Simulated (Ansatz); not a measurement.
Consider ZnCu in the CsCl type structure (space group Pm-3m, No. 221; a = 2.908 Å; relaxed with 0.1 eV smearing). Axes: x, y, z lie along the cube axes.

The values are results of PBEsol (Ansatz, an electronic-structure program, PAW, no spin-orbit coupling), not measurements.

It is then changed as follows: biaxial strain +1.00 %, plane normal [001], relaxed out of plane (Cartesian); in-plane vectors clamped, the third vector and the atoms free.

Q: What happens to the ratio −ε⊥/ε∥, in-plane stress and energy relative to the base?

A: The ratio −ε⊥/ε∥ is 1.80; the mean in-plane stress (compression positive) comes out as -0.3 GPa; the energy hardly moves.

Whether these cells are dynamically stable was not tested. All final runs are without spin polarisation.
